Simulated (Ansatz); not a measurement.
Here is the system:

End structure of Li on the 1x1 (0001) surface of hcp Ti, one in a 2x2 cell, started at the site 'hollow Ti-Ti-Ti over Ti at depth 2.2 Å':

```yaml
crystal:
  lattice:
    - [5.87727, 0.00000, 0.00000]
    - [-2.93864, 5.08987, 0.00000]
    - [0.00000, 0.00000, 26.00000]
  atoms:
    - { symbol: Ti, position: [0.33333, 0.16667, 0.36988] }
    - { symbol: Ti, position: [0.33333, 0.66667, 0.36988] }
    - { symbol: Ti, position: [0.83333, 0.16667, 0.36988] }
    - { symbol: Ti, position: [0.83333, 0.66667, 0.36988] }
    - { symbol: Ti, position: [0.16667, 0.33333, 0.45305] }
    - { symbol: Ti, position: [0.16667, 0.83333, 0.45305] }
    - { symbol: Ti, position: [0.66667, 0.33333, 0.45305] }
    - { symbol: Ti, position: [0.66667, 0.83333, 0.45305] }
    - { symbol: Ti, position: [0.33333, 0.16667, 0.54458] }
    - { symbol: Ti, position: [0.33841, 0.66920, 0.54744] }
    - { symbol: Ti, position: [0.83080, 0.16159, 0.54744] }
    - { symbol: Ti, position: [0.83080, 0.66920, 0.54744] }
    - { symbol: Ti, position: [0.16981, 0.33019, 0.62993] }
    - { symbol: Ti, position: [0.16981, 0.83961, 0.62993] }
    - { symbol: Ti, position: [0.66039, 0.33019, 0.62993] }
    - { symbol: Ti, position: [0.66667, 0.83333, 0.63549] }
    - { symbol: Li, position: [0.33333, 0.16667, 0.72436] }
```

Set-up: 17 atoms, 6.8 Å thick at the start under the adsorbate (thin: gaps and levels are the slab's own); mesh 6x6x1; 0.1 eV smearing; dipole correction on; 8 atoms held, the rest relaxed; start symmetry kept, larger cells not searched; no spin, no spin-orbit, no U, no dispersion correction. At the end it is bonded to 3 Ti. In PBE it is, or lies within 0.03 eV of, the lowest of the starts that converged.

A negative adsorption energy means that the adsorbate is more stable on the surface than in its reference.

Task: Estimate the adsorption energy against an atom of bcc Li that Ansatz (an electronic-structure program) with PBE returns for this input.

Result: -0.56 eV

Task: What is the computed change of the work function (PBE)?

Result: -1.84 eV

Task: Estimate the change of the step from the bottom to the top vacuum level, against the clean slab that PBE returns for this input.

Result: -1.83 eV

Task: What work function of the top face does PBE give?

Result: 2.55 eV
